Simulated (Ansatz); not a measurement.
The starting structures come from a database of crystals and need not be the phases stable at ambient conditions.

 Where the default PAW files enter, the runs use the earlier of Ansatz's two default sets.

Input:

```xyz
18
Lattice="4.2416 0.0000 0.0000 -2.1208 3.6733 0.0000 0.0000 0.0000 40.9651" Properties=species:S:1:pos:R:3 pbc="T T T"
Cd     0.0000     0.0000    13.6566
Cd     0.0000     0.0000    27.3086
Cd     0.0000     2.4489     6.8292
Cd     2.1208     1.2244    34.1359
Cd     0.0000     0.0000    20.4826
Cd     0.0000     0.0000     0.0000
I      0.0000     2.4489    35.8670
I      2.1208     1.2244     5.0981
I      2.1208     1.2244    39.2345
I      0.0000     2.4489     1.7306
I      2.1208     1.2244    18.7519
I      0.0000     2.4489    22.2132
I      0.0000     0.0000     8.5597
I      0.0000     0.0000    32.4054
I      0.0000     2.4489    15.3870
I      2.1208     1.2244    25.5781
I      0.0000     2.4489    29.0397
I      2.1208     1.2244    11.9254
```

Space group of this cell: P-3m1. The cell was relaxed by PBE-D3(BJ); by PBEsol its mean pressure is -0.7 GPa.

Transport runs along the normal of the first two printed cell vectors, the (001) plane of the conventional cell.

The gap is the functional's own, uncorrected, and κ follows it; spin-orbit coupling is left out. Mid-gap values are interpolated between the computed energies.

Q: Compute, with PBEsol (Ansatz, a program for electronic structure), the band gap and the smallest decay constant κ at mid-gap.

A: Gap 2.17 eV on a 12×12×1 mesh; κ = 0.173 1/Å, at the zone centre.
